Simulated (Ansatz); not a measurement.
The starting structures come from a database of crystals and need not be the phases stable at ambient conditions.

Tunnelling through a barrier is set by its complex band structure: the current falls as exp(−2κd) with the smallest κ.

Consider the following.

```yaml
crystal:
  lattice:
    - [4.03983, 0.00000, 0.00000]
    - [0.00000, 10.38928, 0.00000]
    - [0.00000, 0.00000, 9.24483]
  atoms:
    - { symbol: Ba, position: [0.25000, 0.82415, 0.76030] }
    - { symbol: Ba, position: [0.75000, 0.17585, 0.23970] }
    - { symbol: Ba, position: [0.75000, 0.32415, 0.73970] }
    - { symbol: Ba, position: [0.25000, 0.67585, 0.26030] }
    - { symbol: Cu, position: [0.75000, 0.04242, 0.58393] }
    - { symbol: Cu, position: [0.25000, 0.95758, 0.41607] }
    - { symbol: Cu, position: [0.25000, 0.54242, 0.91607] }
    - { symbol: Cu, position: [0.75000, 0.45758, 0.08393] }
    - { symbol: Cu, position: [0.75000, 0.88595, 0.05602] }
    - { symbol: Cu, position: [0.25000, 0.11405, 0.94398] }
    - { symbol: Cu, position: [0.25000, 0.38595, 0.44398] }
    - { symbol: Cu, position: [0.75000, 0.61405, 0.55602] }
    - { symbol: S, position: [0.25000, 0.54161, 0.65572] }
    - { symbol: S, position: [0.75000, 0.45839, 0.34428] }
    - { symbol: S, position: [0.75000, 0.04161, 0.84428] }
    - { symbol: S, position: [0.25000, 0.95839, 0.15572] }
    - { symbol: S, position: [0.75000, 0.83376, 0.48091] }
    - { symbol: S, position: [0.25000, 0.16624, 0.51909] }
    - { symbol: S, position: [0.25000, 0.33376, 0.01909] }
    - { symbol: S, position: [0.75000, 0.66624, 0.98091] }
```

Space group of this cell: Pnma. The cell is taken as given; by r2SCAN its mean pressure is -0.6 GPa.

Transport runs along the normal of the first two printed cell vectors.

No gap correction and no spin-orbit coupling; mid-gap values are interpolated between computed energies.

State the band gap and the smallest decay constant κ at mid-gap according to r2SCAN (Ansatz, a program for electronic structure).

Gap 1.37 eV on a 8×4×4 mesh; κ = 0.192 1/Å, at the zone centre.
